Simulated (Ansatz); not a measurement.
Consider TiSi₂ (space group Fddd, No. 70).

```yaml
crystal:
  lattice:
    - [0.00000, 4.09012, 4.24970]
    - [2.38007, 0.00000, 4.24970]
    - [2.38007, 4.09012, 0.00000]
  atoms:
    - { symbol: Si, position: [0.66373, 0.33627, 0.66373] }
    - { symbol: Si, position: [0.33627, 0.66373, 0.33627] }
    - { symbol: Si, position: [0.58627, 0.91373, 0.58627] }
    - { symbol: Si, position: [0.91373, 0.58627, 0.91373] }
    - { symbol: Ti, position: [0.00000, 0.00000, 0.00000] }
    - { symbol: Ti, position: [0.25000, 0.25000, 0.25000] }
```

Cartesian axes are those of the cell as printed.

Calculations: PBEsol (Ansatz, a first-principles code; PAW; 420 eV plane waves; without spin-orbit coupling), earlier PAW set.

For the base:

| Quantity | Value |
|---|---|
| Pressure | 0.0 GPa |
| Volume per atom | 13.79 Å³ |

Perturbation: tensile biaxial strain of 1.47 % in the plane normal to [001], as in epitaxy on a mismatched substrate; the out-of-plane cell vector and the atoms relax.

Q: How does this affect the energy relative to the base?

A: The energy rises by 6.1 meV/atom.

Q: What does the calculation give for the pressure after the change?

A: The pressure (mean of the normal stresses, compression positive) goes from zero to -3.1 GPa.

Q: How does this affect the volume per atom?

A: The volume per atom rises by 0.35 Å³ to 14.14 Å³.

Without a gap, meshes like the base's 13×13×13 leave anisotropic stresses uncertain by several tenths of a GPa, and small strain energies with them. No phonon test of stability was made. All final runs are without spin polarisation.
